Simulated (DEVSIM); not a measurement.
Structure: Ti/SiO2/p-Si capacitor, at 300 K.

Layer 1 from the left is SiO2, thickness (nm) 5.30. Layer 2 from the left is Si, thickness (nm) 420, Na (cm⁻³) 1.9e18.

Metal gate on the left, work function 4.33 eV. Fixed charge at the semiconductor interface 1e11 cm⁻² (in units of +e); interface traps 1.9e12 cm⁻² eV⁻¹, uniform in energy, neutral level at 0.7 of the gap above the valence band.

This is a model device: material constants are rounded textbook-type values typed into the input, and sizes, dopings and lifetimes were drawn at random. Values at 300 K.

SiO2: gap (eV) 9, affinity (eV) 0.9, permittivity 3.9. Si: gap (eV) 1.124, affinity (eV) 4.05, permittivity 11.7, Nc (cm⁻³) 2.86e19, Nv (cm⁻³) 3.1e19.

Model (solved in DEVSIM): 1D Poisson equation in equilibrium, Boltzmann statistics, complete ionisation; no quantum confinement or tunnelling. Metal contacts follow the ideal Schottky-Mott rule: no Fermi-level pinning, no interface dipoles.

Q: What does the simulation give for the flat-band voltage, the minimum of the low-frequency capacitance?

A: flat-band voltage -1.13 V; minimum of the low-frequency capacitance 0.348 μF/cm².
